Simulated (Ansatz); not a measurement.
# PbSe: response to strain

The parent structure is PbSe in the rock salt structure (space group Fm-3m, No. 225; a = 6.178 Å). Axes: x, y, z lie along the cube axes.

Strains are applied to the cell and any free atomic positions relax; under biaxial strain the out-of-plane vector relaxes too.

Computed with r2SCAN, PAW, 500 eV (Ansatz, a first-principles code; scalar-relativistic without spin-orbit coupling).

| biaxial strain, plane normal [001], relaxed out of plane (%) | out-of-plane strain (%) |
|---|---|
| -3 | 0.62 |
| -2.5 | 0.52 |
| -2 | 0.42 |
| -1.5 | 0.31 |
| -1 | 0.20 |
| -0.5 | ? |
| 0 | 0.00 |

### Question
Fit ε⊥ = −νε + γε² (strains in %) to the rows shown and predict the withheld row.

### Answer
Least squares on the printed values gives ν = 0.21 (the biaxial Poisson response) and γ = 0.001 (largest residual 0.01 %); this predicts 0.10 %, and the run gives 0.10 %, in agreement.

Stability against distortions was not tested.
